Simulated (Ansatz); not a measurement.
Double-hcp La, treated with PBEsol+SOC (plane waves, PAW; Ansatz, a first-principles code).

The input as run:

Ansatz 0.2 input:
```yaml
crystal:
  lattice:
    - [1.8297650912, -3.1692461039, 0.0]
    - [1.8297650912, 3.1692461039, 0.0]
    - [0.0, 0.0, 11.7266402189]
  atoms:
    - { symbol: La, position: [0.0, 0.0, 0.5] }
    - { symbol: La, position: [0.0, 0.0, 0.0] }
    - { symbol: La, position: [0.3333333333, 0.6666666667, 0.25] }
    - { symbol: La, position: [0.6666666667, 0.3333333333, 0.75] }
basis:
  ecutwfc: 520
  ecutrho_ratio: 4
  xc_grid: 2
kpoints:
  mp_grid: { grid: [18, 18, 6] }
hamiltonian:
  xc: pbesol
  dispersion: none
  pseudopotentials: { kind: paw }
scf:
  occupations: { method: fermi_dirac, width: 0.05 }
  convergence: { dr2_threshold: 0.0000000004 }
output:
  forces: true
  stress: true
  eigenvalues: true
magnetization:
  noncollinear: true
  spin_orbit: true
```

Excerpt of the program's output:

```
Crystal: 4 atoms, lattice volume = 136.005 Å³
Basis set: ecut = 520 eV, 3655 PW (Γ), exchange–correlation on 60×60×180 points (8 copies of the dense FFT grid, shifted against one another)
Bands: 54, of which v1, the nominal top of the filled ones, is band 44 counted from 1 (43 counted from 0)
Symmetry: 24 space group operations + 24 with time reversal
k-points: 148 of 1944
Initial density: superposition of atomic densities (chi_scale 0.1, normalization cell)
Functional: x = pbesol(κ = 0.804, μ = 0.12345679012345678), c = pbesol(β = 0.046)
spin=Noncollinear: Kerker preconditioning applied to the charge; magnetization (m_x, m_y, m_z) channels mix plain (no charge-response kernel on spin).
SCF 1 converged in 9 iterations: F = -24665.973595 eV  dr2 = 6.54e-11
SCF converged after 9 iterations
Free energy (F): -24665.973595 eV
Internal energy: -24665.923589 eV  (E = F + TS)
E sigma→0 (E₀):  -24665.948592 eV
Fermi energy:    12.085360 eV
--- Forces (eV/Å), atoms counted from 1 ---
  atom   1  La     0.00000000     0.00000000    -0.00000000
  atom   2  La     0.00000000     0.00000000    -0.00000000
  atom   3  La    -0.00000000     0.00000000    -0.00000000
  atom   4  La    -0.00000000    -0.00000000     0.00000000
--- Stress (GPa, compression-positive) ---
       -0.002873       0.000000      -0.000000
       -0.000000      -0.002873       0.000000
       -0.000000       0.000000      -0.004067
  P = ⅓ Tr σ = -0.0033 GPa (-0.033 kbar)
```

The PAW data were made under PBE.
